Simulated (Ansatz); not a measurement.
Cu on the 1x1 (111) surface of fcc Ni, ferromagnetic, one in a 1x1 cell, energies for each (5.4 Å²). Energies are against an atom of fcc Cu, without zero-point or thermal terms; each row is named by its start.

All values below come from PBE (plane waves to 420 eV, PAW; Ansatz, a program for electronic structure).

Set-up: 5 atoms, 6.0 Å thick at the start under the adsorbate (thin: gaps and levels are the slab's own); mesh 14x14x1; 0.1 eV smearing; dipole correction on; 2 atoms held, the rest relaxed; each run with such symmetry as its start has; spin-polarised, no spin-orbit, no U, no dispersion correction.

A negative adsorption energy means that the adsorbate is more stable on the surface than in its reference. Starts that drift may end in the same place. Heights count from the host atoms within 0.3 Å of the top one.

```tsv
starting site	E_ads (eV)	height (Å)	nearest host atom (Å)	bonded to	Δ work function (eV)	lateral drift (Å)	moment (μB)
top Ni	0.17	2.40	Ni 2.40	Ni	-0.21	0.0	2.6
hollow Ni-Ni-Ni over Ni at depth 2.0 Å	-0.14	2.09	Ni 2.54	3 Ni	-0.14	0.0	2.5
hollow Ni-Ni-Ni over Ni at depth 4.0 Å	-0.15	2.08	Ni 2.53	3 Ni	-0.14	0.0	2.5
bridge Ni-Ni (span 2.5 Å)	-0.15	2.08	Ni 2.53	3 Ni	-0.14	0.7	2.5
```
